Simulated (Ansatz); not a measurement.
System: Ge-vacancy pair (Ge on one host Al site, one Al site vacant) in wurtzite AlN (charge state -2). All values below come from PBE, PAW (plane waves to 420 eV; Ansatz, an electronic-structure program).

72-site cell at the relaxed PBE lattice, the Γ point alone, smearing 0.01 eV, spin-restricted, no finite-size correction. Static, classical nuclei. The charge state is imposed; whether it is stable for some Fermi level was not computed. Forms of the defect that were not tried may lie lower.

Barriers: single points on a 2×2×2 k-point mesh shifted by half a step along c at the bands' geometries (they differ from the bands' own by up to 0.19 eV, and are uncertain by about as much).

The step: a nearby Al atom hops onto the vacant site (Ge-vacancy distance between ideal sites 3.09 → 4.40 Å). Atoms about the jump, Cartesian Å from the middle of the jump, before and after:

```json
[
 {"atom": "Al1", "x0": "-0.77", "y0": "1.31", "z0": "-0.01", "x1": "0.77", "y1": "-1.31", "z1": "0.01"},
 {"atom": "N2", "x0": "0.75", "y0": "0.61", "z0": "-0.66", "x1": "0.91", "y1": "0.34", "z1": "-0.67"},
 {"atom": "N3", "x0": "0.75", "y0": "-1.38", "z0": "2.44", "x1": "0.75", "y1": "-1.38", "z1": "1.93"},
 {"atom": "N4", "x0": "-0.97", "y0": "-2.37", "z0": "-0.65", "x1": "-0.81", "y1": "-2.29", "z1": "-0.58"},
 {"atom": "N5", "x0": "-2.39", "y0": "0.44", "z0": "-0.58", "x1": "-2.54", "y1": "0.34", "z1": "-0.67"},
 {"atom": "N6", "x0": "-0.82", "y0": "1.34", "z0": "1.93", "x1": "-0.81", "y1": "1.34", "z1": "2.38"},
 {"atom": "Al7", "x0": "-2.36", "y0": "-1.38", "z0": "0.00", "x1": "-2.40", "y1": "-1.31", "z1": "0.01"},
 {"atom": "Al8", "x0": "0.75", "y0": "0.44", "z0": "2.52", "x1": "0.74", "y1": "0.44", "z1": "2.52"},
 {"atom": "N9", "x0": "-2.38", "y0": "-1.37", "z0": "1.93", "x1": "-2.38", "y1": "-1.38", "z1": "1.93"},
 {"atom": "Al10", "x0": "-0.82", "y0": "-2.28", "z0": "2.53", "x1": "-0.81", "y1": "-2.27", "z1": "2.51"},
 {"atom": "Al11", "x0": "0.75", "y0": "0.43", "z0": "-2.46", "x1": "0.73", "y1": "0.48", "z1": "-2.46"},
 {"atom": "Al12", "x0": "2.27", "y0": "1.31", "z0": "-0.01", "x1": "2.27", "y1": "1.31", "z1": "-0.01"},
 {"atom": "Al13", "x0": "-2.37", "y0": "0.43", "z0": "2.51", "x1": "-2.37", "y1": "0.44", "z1": "2.52"},
 {"atom": "Ge14", "x0": "-0.79", "y0": "-2.26", "z0": "-2.45", "x1": "-0.81", "y1": "-2.28", "z1": "-2.48"},
 {"atom": "N15", "x0": "2.47", "y0": "-2.37", "z0": "-0.66", "x1": "2.30", "y1": "-2.29", "z1": "-0.55"},
 {"atom": "Al16", "x0": "-2.38", "y0": "0.45", "z0": "-2.48", "x1": "-2.35", "y1": "0.48", "z1": "-2.46"},
 {"atom": "N17", "x0": "2.32", "y0": "1.34", "z0": "1.93", "x1": "2.32", "y1": "1.34", "z1": "1.93"}
]
```

Question: Where do these atoms stand at the saddle point, and how high is it?

Answer: 
```csv
atom,x,y,z
Al1,-0.25,-0.33,0.29
N2,0.93,0.51,-0.71
N3,0.63,-1.26,1.95
N4,-0.91,-2.18,-0.55
N5,-2.34,0.29,-0.55
N6,-0.77,1.22,2.03
Al7,-2.57,-1.44,0.01
Al8,0.80,0.48,2.62
N9,-2.43,-1.41,1.93
Al10,-0.83,-2.25,2.52
Al11,0.78,0.49,-2.49
Al12,2.35,1.35,-0.01
Al13,-2.36,0.42,2.51
Ge14,-0.81,-2.22,-2.43
N15,2.37,-2.32,-0.61
Al16,-2.32,0.46,-2.42
N17,2.35,1.36,1.94
```
It lies 2.62 eV above the start and 2.11 eV above the end. The saddle point's order was not checked.
